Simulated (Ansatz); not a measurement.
The reference is BN in the wurtzite structure (space group P6_3mc, No. 186; a = 2.523 Å, c = 4.175 Å).

The values are results of LDA (Ansatz, a quantum-chemistry and plane-wave program, PAW, no spin-orbit coupling), not measurements.

Strains are applied to the cell and any free atomic positions relax.

One change was made to it. Results:

| quantity | base | after |
|---|---|---|
| pressure (mean of the normal stresses, compression positive) | 0.00 GPa | -19.50 GPa |
| mean gap deformation potential ΔEg/Δln V | – | +2.0 eV |
| width of the top valence band | 5.56 eV | 5.28 eV |
| electron mass | 0.30 mₑ along c, 0.50 mₑ across (at K) | 0.31 mₑ along c, 0.51 mₑ across (at K) |
| energy relative to the base (free energy F) | 0 meV/atom | +20 meV/atom |

Problem. Which change produced these results?
A. isotropic strain +0.60 %
B. isotropic strain +3.00 %
C. isotropic strain +1.80 %

Solution. C, isotropic strain +1.80 %. For comparison, the electron mass in the other runs: isotropic strain +0.60 % gives 0.30 mₑ along c, 0.50 mₑ across (at K); isotropic strain +3.00 % gives 0.31 mₑ along c, 0.52 mₑ across (at K).

Masses are band curvatures over ±0.01 Å⁻¹ around the edge. No phonon test of stability was made.
